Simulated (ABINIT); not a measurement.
Worked example: self-consistent single point of BaNi2P4 (I4/mmm, 7 atoms in the cell) in ABINIT

Method of the run: LDA (PW92), PAW (JTH v2.0 LDA PAW) (plane waves; ABINIT 10.0.3).

Input as run:

```
# Ba(NiP2)2, JTH v2.0 LDA PAW
pp_dirpath "./"
pseudos "Ba.LDA_PW-JTH.xml, Ni.LDA_PW-JTH.xml, P.LDA_PW-JTH.xml"
acell 3*1.0
rprim
        -6.1712597079    6.1712597079    5.4469938248
         6.1712597079   -6.1712597079    5.4469938248
         6.1712597079    6.1712597079   -5.4469938248
natom 7
ntypat 3
znucl 56 28 15
typat 1 2 2 3 3 3 3
xred
         0.0000000000    0.0000000000    0.0000000000
         0.2500000000    0.7500000000    0.5000000000
         0.7500000000    0.2500000000    0.5000000000
         0.7428500000    0.5000000000    0.2428500000
         0.2571500000    0.5000000000    0.7571500000
         0.5000000000    0.2571500000    0.7571500000
         0.5000000000    0.7428500000    0.2428500000
ecut 30
pawecutdg 60
pawxcdev 0
ixc 7
occopt 3
tsmear 0.136 eV
nband 42
kptopt 1
ngkpt 7 7 7
nshiftk 1
shiftk 0 0 0
nstep 50
tolvrs 1.0e-10
prtwf 0
prtden 0
prtvol 1
enunit 1
```

Log, with long lists cut:

```
 Symmetries : space group I4/m m m (#139); Bravais tI (body-center tetrag.)

 -outvars: echo values of preprocessed input variables --------
            acell      1.0000000000E+00  1.0000000000E+00  1.0000000000E+00 Bohr
             ecut      3.00000000E+01 Hartree
           enunit           1
              ixc           7
         kptrlatt        7    0    0      0    7    0      0    0    7
          kptrlen      7.20145339E+01
            natom           7
            nband          42
            ngfft          54      54      54
          ngfftdg          72      72      72
             nkpt          40
            nstep          50
             nsym          16
           ntypat           3
           occopt           3
        pawecutdg      6.00000000E+01 Hartree
         pawxcdev           0
            rprim     -6.1712597079E+00  6.1712597079E+00  5.4469938248E+00
                       6.1712597079E+00 -6.1712597079E+00  5.4469938248E+00
                       6.1712597079E+00  6.1712597079E+00 -5.4469938248E+00
          spgroup         139
           tolvrs      1.00000000E-10
           tsmear      4.99790825E-03 Hartree
            typat      1  2  2  3  3  3  3
           useylm           1
             xred      0.0000000000E+00  0.0000000000E+00  0.0000000000E+00
                       2.5000000000E-01  7.5000000000E-01  5.0000000000E-01
                       7.5000000000E-01  2.5000000000E-01  5.0000000000E-01
                       7.4285000000E-01  5.0000000000E-01  2.4285000000E-01
                       2.5715000000E-01  5.0000000000E-01  7.5715000000E-01
                       5.0000000000E-01  2.5715000000E-01  7.5715000000E-01
                       5.0000000000E-01  7.4285000000E-01  2.4285000000E-01
            znucl       56.00000   28.00000   15.00000

== DATASET  1 ==================================================================

 Exchange-correlation functional for the present dataset will be:
  LDA: Perdew-Wang 92 LSD fit to Ceperley-Alder data - ixc=7
 Citation for XC functional:
  J.P.Perdew and Y.Wang, PRB 45, 13244 (1992)

 Real(R)+Recip(G) space primitive vectors, cartesian coordinates (Bohr,Bohr^-1):
 R(1)= -6.1712597  6.1712597  5.4469938  G(1)=  0.0000000  0.0810207  0.0917938
 R(2)=  6.1712597 -6.1712597  5.4469938  G(2)=  0.0810207  0.0000000  0.0917938
 R(3)=  6.1712597  6.1712597 -5.4469938  G(3)=  0.0810207  0.0810207  0.0000000
 Unit cell volume ucvol=  8.2978298E+02 bohr^3
 Angles (23,13,12)=  1.06279900E+02  1.06279900E+02  1.16061781E+02 degrees

 Coarse grid specifications (used for wave-functions):

 getcut: wavevector=  0.0000  0.0000  0.0000  ngfft=  54  54  54
         ecut(hartree)=     30.000   => boxcut(ratio)=   2.12940

 Fine grid specifications (used for densities):

 getcut: wavevector=  0.0000  0.0000  0.0000  ngfft=  72  72  72
         ecut(hartree)=     60.000   => boxcut(ratio)=   2.00714

   6.97274717E+03                                ecore*ucvol(ha*bohr**3)

_setup2: Arith. and geom. avg. npw (full set) are    6511.741    6511.732

--- !BeginCycle
solver: {iscf: 17, nstep: 50, nline: 4, wfoptalg: 10, }
tolerances: {tolvrs: 1.00E-10, }
...

     iter   Etot(hartree)      deltaE(h)  residm     nres2
 ETOT  1  -394.28675464665    -3.943E+02 5.177E+00 4.077E+01
 ETOT  2  -395.37801059789    -1.091E+00 1.333E-02 6.509E+02
 ETOT  3  -394.99866791091     3.793E-01 4.663E-02 8.529E+00
 ETOT  4  -395.00776058252    -9.093E-03 1.310E-02 1.275E+00
 ETOT  5  -395.00653821461     1.222E-03 6.767E-03 1.046E+00
 ETOT  6  -395.00573600996     8.022E-04 4.056E-03 3.759E-02
   [... 3 lines left out ...]
 ETOT 10  -395.00572053340     1.070E-07 7.099E-04 3.194E-06
 ETOT 11  -395.00572053344    -3.956E-11 3.700E-04 7.734E-08
 ETOT 12  -395.00572053352    -7.793E-11 3.676E-04 2.170E-08
 ETOT 13  -395.00572053351     1.143E-11 1.739E-04 9.006E-09
 ETOT 14  -395.00572053350     1.040E-11 1.642E-04 9.590E-11

 At SCF step   14       nres2   =  9.59E-11 < tolvrs=  1.00E-10 =>converged.

 Cartesian components of stress tensor (hartree/bohr^3)
  sigma(1 1)=  2.22096306E-04  sigma(3 2)=  0.00000000E+00
  sigma(2 2)=  2.22096306E-04  sigma(3 1)=  0.00000000E+00
  sigma(3 3)=  2.46417275E-04  sigma(2 1)=  0.00000000E+00

 ----iterations are completed or convergence reached----

 reduced coordinates (array xred) for    7 atoms
       0.000000000000      0.000000000000      0.000000000000
       0.250000000000      0.750000000000      0.500000000000
       0.750000000000      0.250000000000      0.500000000000
       0.742850000000      0.500000000000      0.242850000000
       0.257150000000      0.500000000000      0.757150000000
       0.500000000000      0.257150000000      0.757150000000
       0.500000000000      0.742850000000      0.242850000000
 cartesian forces (eV/Angstrom) at end:
    1     -0.00000000000000     0.00000000000000     0.00000000000000
    2     -0.00000000000000     0.00000000000000     0.00000000000000
    3     -0.00000000000000     0.00000000000000     0.00000000000000
    4     -0.00000000000000     0.21106523253367     0.00000000000000
    5     -0.00000000000000    -0.21106523253367    -0.00000000000000
    6     -0.21106523253367     0.00000000000000     0.00000000000000
    7      0.21106523253367     0.00000000000000     0.00000000000000
 frms,max,avg= 9.2116419E-02 2.1106523E-01   0.000E+00  0.000E+00  0.000E+00 e/A
 length scales=  1.000000000000  1.000000000000  1.000000000000 bohr
              =  0.529177208590  0.529177208590  0.529177208590 angstroms
 Fermi (or HOMO) energy (eV) =   7.86994   Average Vxc (eV)= -11.07208
 Eigenvalues (   eV  ) for nkpt=  40  k points:
 kpt#   1, nband= 42, wtk=  0.00292, kpt=  0.0000  0.0000  0.0000 (reduced coord)
 -94.86213  -94.86059  -55.70627  -55.70627  -55.70323  -55.70323  -55.69963  -55.67531
 -19.74730   -6.54730   -5.20325   -5.01064   -5.01064   -2.83709   -2.83709   -0.42627
   0.11107    1.72231    3.93670    4.00868    4.00868    4.25318    4.25318    4.28954
   5.02853    5.49403    5.64970    5.64970    5.81989    6.00347    6.00347    6.36285
   6.94890    7.10552    9.42555   10.82351   10.82351   11.06419   12.18721   12.28461
  12.48296   13.53916
 prteigrs : prtvol=0 or 1, do not print more k-points.

--- !EnergyTerms
comment             : Components of total free energy in Hartree
kinetic             :  7.75151276527691E+01
hartree             :  1.47893168450939E+02
xc                  : -3.19634564304862E+01
Ewald energy        : -2.02605471648181E+02
psp_core            :  8.40309739197885E+00
local_psp           : -3.90190180222659E+02
spherical_terms     : -4.05211366705003E+00
internal            : -3.94999828472690E+02
'-kT*entropy'       : -5.89257528682039E-03
total_energy        : -3.95005721047976E+02
total_energy_eV     : -1.07486523023326E+04
...

-Cartesian components of stress tensor (GPa)         [Pressure= -6.7728E+00 GPa]
- sigma(1 1)=  6.53429783E+00  sigma(3 2)=  0.00000000E+00
- sigma(2 2)=  6.53429783E+00  sigma(3 1)=  0.00000000E+00
- sigma(3 3)=  7.24984531E+00  sigma(2 1)=  0.00000000E+00

 Calculation completed.
```

The run converged in 14 iterations.

The starting cell comes from a database of computed structures (which also holds hypothetical and non-ambient phases and stackings), without a prior relaxation at this level. Spin polarisation is off, so a magnetic state, if there is one, cannot be reached. With a pressure of about -7 GPa the cell is away from its equilibrium volume at this level.

Cost on one core of a shared machine: roughly 20 min.
